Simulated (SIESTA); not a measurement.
**SIESTA run on Bi₂S₃ (Pnma, 20 atoms in the cell): self-consistent single point**

Level of theory: GGA PBEsol, numerical atomic orbitals DZP, PseudoDojo PBEsol standard norm-conserving potentials (rewritten from UPF to PSML) run with SIESTA.

Input:

```
# files in the folder: Bi.psml S.psml (PseudoDojo PBEsol standard)
SystemName  Bi2S3
SystemLabel bi2s3

NumberOfAtoms                20
NumberOfSpecies              2
%block ChemicalSpeciesLabel
  1 83 Bi
  2 16 S
%endblock ChemicalSpeciesLabel
LatticeConstant              1.0 Bohr
%block LatticeVectors
    21.908709901    0.000000000    0.000000000
     0.000000000    7.554728204    0.000000000
     0.000000000    0.000000000   21.090515181
%endblock LatticeVectors
AtomicCoordinatesFormat      Ang
%block AtomicCoordinatesAndAtomicSpecies
     0.203467505    0.999447500    3.642156731  1
    11.390122496    2.998342500    7.518463269  1
     5.593327496    2.998342500    9.222466731  1
     6.000262505    0.999447500    1.938153269  1
     1.814049027    2.998342500    0.364282637  1
     9.779540973    0.999447500   10.796337363  1
     3.982745973    0.999447500    5.944592637  1
     7.610844027    2.998342500    5.216027363  1
     5.237868026    2.998342500    4.143380175  2
     6.355721974    0.999447500    7.017239825  2
     0.558926974    0.999447500    9.723690175  2
    11.034663026    2.998342500    1.436929825  2
     1.409780544    2.998342500    4.950293001  2
    10.183809456    0.999447500    6.210326999  2
     4.387014456    0.999447500   10.530603001  2
     7.206575544    2.998342500    0.630016999  2
     8.238868798    0.999447500    3.444836969  2
     3.354721202    2.998342500    7.715783031  2
     9.151516202    2.998342500    9.025146969  2
     2.442073798    0.999447500    2.135473031  2
%endblock AtomicCoordinatesAndAtomicSpecies

XC.functional                GGA
XC.authors                   PBEsol
PAO.BasisSize                DZP
PAO.EnergyShift              0.005 Ry
MeshCutoff                   300 Ry
%block kgrid.MonkhorstPack
    2   0   0  0.0
    0   5   0  0.0
    0   0   2  0.0
%endblock kgrid.MonkhorstPack
OccupationFunction           MP
OccupationMPOrder            0
ElectronicTemperature        232.09 K

MaxSCFIterations             150
SCF.Mixer.Method             Pulay
SCF.Mixer.Weight             0.25
SCF.Mixer.History            6
SCF.DM.Tolerance             1.0E-04
Diag.ParallelOverK           true
WriteForces                  true
```

Output (repeated stretches shortened):

```
reinit: Reading from file input.fdf

reinit: System Name: Bi2S3
reinit: System Label: bi2s3

coor:   Atomic-coordinates input format  =     Cartesian coordinates
coor:                                          (in Angstroms)

siesta: Atomic coordinates (Bohr) and species
siesta:      0.38450   1.88868   6.88268  1        1
siesta:     21.52421   5.66605  14.20784  1        2
siesta:     10.56986   5.66605  17.42794  1        3
siesta:     11.33885   1.88868   3.66258  1        4
siesta:      3.42806   5.66605   0.68839  1        5
siesta:     18.48065   1.88868  20.40212  1        6
siesta:      7.52630   1.88868  11.23365  1        7
siesta:     14.38241   5.66605   9.85686  1        8
siesta:      9.89814   5.66605   7.82985  2        9
siesta:     12.01057   1.88868  13.26066  2       10
siesta:      1.05622   1.88868  18.37511  2       11
siesta:     20.85249   5.66605   2.71540  2       12
siesta:      2.66410   5.66605   9.35470  2       13
siesta:     19.24461   1.88868  11.73582  2       14
siesta:      8.29026   1.88868  19.89996  2       15
siesta:     13.61845   5.66605   1.19056  2       16
siesta:     15.56921   1.88868   6.50980  2       17
siesta:      6.33950   5.66605  14.58072  2       18
siesta:     17.29386   5.66605  17.05506  2       19
siesta:      4.61485   1.88868   4.03546  2       20

siesta: System type = bulk

initatomlists: Number of atoms, orbitals, and projectors:     20   300   472

siesta: ******************** Simulation parameters ****************************
redata: Spin configuration                          = none
redata: Time-Reversal Symmetry                      = T
redata: Number of Atomic Species                    =        2
redata: Mesh Cutoff                                 =   300.0000 Ry
redata: Net charge of the system                    =     0.0000 |e|
redata: Min. number of SCF Iter                     =        0
   [... lines left out ...]
diag: Used triangular part                          = Lower
diag: Absolute tolerance                            =  0.100E-15
diag: Orthogonalization factor                      =  0.100E-05
diag: Memory factor                                 =  1.0000

superc: Internal auxiliary supercell:     3 x     5 x     3  =      45
superc: Number of atoms, orbitals, and projectors:    900  13500  21240

                        Single-point calculation

superc: Internal auxiliary supercell:     3 x     5 x     3  =      45
superc: Number of atoms, orbitals, and projectors:    900  13500  21240

outcell: Unit cell vectors (Ang):
       11.593590    0.000000    0.000000
        0.000000    3.997790    0.000000
        0.000000    0.000000   11.160620

outcell: Cell vector modules (Ang)   :   11.593590    3.997790   11.160620
outcell: Cell angles (23,13,12) (deg):     90.0000     90.0000     90.0000
outcell: Cell volume (Ang**3)        :    517.2807
new_DM -- step:     1
Initializing Density Matrix...

Attempting to read DM from file... Failed...
DM filled with atomic data:

InitMesh: MESH = 128 x 48 x 120 = 737280
InitMesh: Mesh cutoff (required, used) =   300.000   319.513 Ry

stepf: Methfessel-Paxton step function
       Using Hermite-Gauss polynomials of order  0
        iscf     Eharris(eV)        E_KS(eV)     FreeEng(eV)     dDmax    Ef(eV) dHmax(eV)
   scf:    1   -21352.755578   -21368.717848   -21368.717848  0.795507 -3.618676  4.999908
   scf:    2   -21382.699760   -21377.219631   -21377.219631  0.092085 -4.627919  2.194813
   scf:    3   -21378.767708   -21378.297180   -21378.297180  0.061871 -3.629434  0.661015
   scf:    4   -21378.382831   -21378.345234   -21378.345234  0.014096 -3.770586  0.357385
   scf:    5   -21378.393377   -21378.372572   -21378.372572  0.015481 -3.952199  0.088519
   scf:    6   -21378.375031   -21378.374038   -21378.374038  0.004718 -4.005651  0.011639
   scf:    7   -21378.374261   -21378.374181   -21378.374181  0.000758 -4.005799  0.004984
   scf:    8   -21378.374212   -21378.374199   -21378.374199  0.000240 -4.006623  0.001697
   scf:    9   -21378.374213   -21378.374206   -21378.374206  0.000251 -4.006803  0.000535
   scf:   10   -21378.374208   -21378.374207   -21378.374207  0.000068 -4.006765  0.000265
SCF Convergence by DM+H criterion
max |DM_out - DM_in|         :     0.0000683675
max |H_out - H_in|      (eV) :     0.0002651106
SCF cycle converged after 10 iterations

Using DM_out to compute the final energy and forces

siesta: E_KS(eV) =           -21378.3742

siesta: E_KS - E_eggbox =    -21378.3742

siesta: Atomic forces (eV/Ang):
     1   -0.472555    0.000000   -0.135204
     2    0.472556    0.000000    0.135204
     3    0.472555   -0.000000   -0.135203
   [... 17 lines left out ...]
   Tot    0.000000    0.000000   -0.000000
   Max    0.472556
   Res    0.237149    sqrt( Sum f_i^2 / 3N )
   Max    0.472556    constrained

Stress tensor Voigt[x,y,z,yz,xz,xy] (kbar):        0.39       -0.35        7.50        0.00       -0.00       -0.00
(Free)E + p*V (eV/cell)   -21379.1852
Target enthalpy (eV/cell)   -21378.3742

siesta: Program's energy decomposition (eV):
siesta: Ebs     =     -3380.642035
siesta: Eions   =     26141.809571
siesta: Ena     =      3410.437673
siesta: Ekin    =      9744.746201
siesta: Enl     =     -2831.124390
siesta: Eso     =         0.000000
siesta: Edftu   =         0.000000
siesta: DEna    =        73.205027
siesta: DUscf   =         4.204674
siesta: DUext   =         0.000000
siesta: Ex      =     -5222.170979
siesta: Ec      =      -415.862842
siesta: Exc     =     -5638.033821
siesta: Eharris =    -21378.374208
siesta: Etot    =    -21378.374207
siesta: FreeEng =    -21378.374207

siesta: Atomic forces (eV/Ang):
siesta:      1   -0.472555    0.000000   -0.135204
siesta:      2    0.472556    0.000000    0.135204
siesta:      3    0.472555   -0.000000   -0.135203
siesta:      4   -0.472556    0.000000    0.135204
siesta:      5    0.206608    0.000000   -0.328104
siesta:      6   -0.206608    0.000000    0.328104
siesta:      7   -0.206608    0.000000   -0.328104
siesta:      8    0.206608    0.000000    0.328104
siesta:      9   -0.261537   -0.000000   -0.180545
siesta:     10    0.261537    0.000000    0.180545
siesta:     11    0.261537   -0.000000   -0.180545
siesta:     12   -0.261537   -0.000000    0.180545
siesta:     13    0.334681   -0.000000    0.305638
siesta:     14   -0.334681   -0.000000   -0.305638
siesta:     15   -0.334681   -0.000000    0.305638
siesta:     16    0.334681    0.000000   -0.305638
siesta:     17    0.372344   -0.000000   -0.081239
siesta:     18   -0.372344   -0.000000    0.081239
siesta:     19   -0.372344   -0.000000   -0.081239
siesta:     20    0.372344   -0.000000    0.081239
siesta: ----------------------------------------
siesta:    Tot    0.000000    0.000000   -0.000000

siesta: Stress tensor (static) (eV/Ang**3):
siesta:     0.000241   -0.000000    0.000000
siesta:    -0.000000   -0.000217    0.000000
siesta:    -0.000000    0.000000    0.004680

siesta: Cell volume =        517.280654 Ang**3

siesta: Pressure (static):
siesta:                Solid            Molecule  Units
siesta:          -0.00001708         -0.00003990  Ry/Bohr**3
siesta:          -0.00156786         -0.00366331  eV/Ang**3
siesta:          -2.51198661         -5.86926331  kBar
```

The run converged in 10 iterations.

The starting cell comes from a database of computed structures (which also holds hypothetical and non-ambient phases and stackings), without a prior relaxation at this level. Values carry the incompleteness of an atom-centred basis.

Cost on one core of a shared machine: roughly 2 min.
